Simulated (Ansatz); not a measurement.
**Response to strain in ZrSi2**

Consider ZrSi2 (space group Cmcm, No. 63; a = 3.689 Å, b = 14.858 Å, c = 3.667 Å). Axes: x, y, z lie along a, b, c of the conventional cell.

Strains are applied to the cell and any free atomic positions relax.

Calculations: Ansatz (a program for electronic structure) r2SCAN, spin-orbit coupling left out.

Candidates:
(a) isotropic strain −1.37 %
(b) uniaxial strain ε_zz = −2.57 %
(c) uniaxial strain ε_zz = +5.05 %

Notes on the quantities. energy relative to the base: free energy F.

### Question
Order them by energy relative to the base, highest first.

### Answer
(c) uniaxial strain ε_zz = +5.05 % (+36 meV/atom), (a) isotropic strain −1.37 % (+12 meV/atom), (b) uniaxial strain ε_zz = −2.57 % (+11 meV/atom)

Without a gap, meshes like the base's 13×13×13 leave anisotropic stresses uncertain by several tenths of a GPa, and small strain energies with them. No phonon test of stability was made. The final runs are not spin-polarised.
